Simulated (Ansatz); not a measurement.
# A short convergence ladder for RbCrSe2 (R3m, 4 atoms in the cell)

```
CELL_PARAMETERS angstrom
      1.93697     1.11831     7.78303
     -1.93697     1.11831     7.78303
      0.00000    -2.23662     7.78303
ATOMIC_POSITIONS crystal
  Rb 0.16806 0.16806 0.16806
  Cr 0.99775 0.99775 0.99775
  Se 0.38859 0.38859 0.38859
  Se 0.60744 0.60744 0.60744
```
Moments meant for the start (each program seeds them in its own way; μB, in the order of the atoms Rb Cr Se Se): 0.0 3.0 0.0 0.0.

Base method: PBEsol, default PAW files made with PBE (plane waves; Ansatz, an electronic-structure program).

Base settings: basis.ecutwfc = 420 eV; kpoints.mp_grid.grid = 6 6 6; hamiltonian.xc = pbesol; hamiltonian.pseudopotentials = {kind: paw} (the program's default PAW files); magnetization.spin_polarized = true; scf.occupations.method = fermi_dirac; scf.occupations.width = 0.05 eV.

**The width of Fermi-Dirac smearing**

The mesh stays at the base's, so the ladder's end is converged at best in this setting alone.

Only quantities that move along the ladder and can be compared are tabulated.

The magnetic state is not the same in all runs (site moments differ, or a search went on to a lower state), so steps between rows are not convergence errors alone.

```csv
scf.occupations.width,free energy less the last step's (meV/atom),pressure (GPa),largest difference of a force vector from the last step's (eV/Å),net moment (μB/atom)
1 eV,-977.28,-0.25,0.231,0.000
0.5 eV,-132.75,-2.54,0.126,0.663
0.2 eV,-3.69,-3.00,0.022,0.749
0.1 eV,-0.05,-3.07,0.001,0.750
0.02 eV,0.00,-3.07,0.000,0.750
```

Widest scf.occupations.width that holds the pressure within 0.1 GPa of the last step, with all finer ones: 0.2 eV; the step before is off by 0.54 GPa.

Widest scf.occupations.width that holds the free energy within 0.5 meV/atom of the last step, with all finer ones: 0.1 eV; the step before is off by 3.7 meV/atom.

Widest scf.occupations.width that holds the forces within 0.02 eV/Å of the last step, with all finer ones: 0.1 eV; the step before is off by 0.022 eV/Å.

On the base run: the starting cell comes from a database of computed structures (which also holds hypothetical and non-ambient phases and stackings), without a prior relaxation at this level. Its lattice was rescaled by up to half a per cent. One atom was moved a little off its site on purpose. With one magnetic atom in the cell only a parallel order is possible. In the base run, with a pressure of about -3 GPa the cell is away from its equilibrium volume at this level. Ansatz's pressure includes its estimate of the finite-basis (Pulay) stress.

Keys are those of Ansatz 0.2.
